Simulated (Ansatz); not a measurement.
Consider MgS in the rock salt structure (space group Fm-3m, No. 225; a = 5.129 Å). Axes: x, y, z lie along the cube axes.

Method: DFT with LDA, PAW potentials and a 420 eV plane-wave cutoff in Ansatz (a first-principles code), spin-orbit coupling left out.

Strains are applied to the cell and any free atomic positions relax.

One change was made to it. Results:

```csv
quantity,base,after
"pressure (mean of the normal stresses, compression positive)",0.0 kbar,0.1 kbar
energy relative to the base (free energy F),0 meV/atom,+2.5 meV/atom
"valence-band top at Γ (three highest levels, from the VBM)","0.00, 0.00, 0.00 eV","0.00, -0.14, -0.27 eV"
```

**Question.** Which change produced these results?
A. tensor shear ε_xy = +1.43 %
B. tensor shear ε_xy = +2.00 %
C. tensor shear ε_xy = +0.29 %

**Answer.** A, tensor shear ε_xy = +1.43 %. For comparison, the energy relative to the base in the other runs: tensor shear ε_xy = +2.00 % gives +4.8 meV/atom; tensor shear ε_xy = +0.29 % gives +0.1 meV/atom.

The levels and masses belong to the bands next to the band gap. Stability against distortions was not tested.
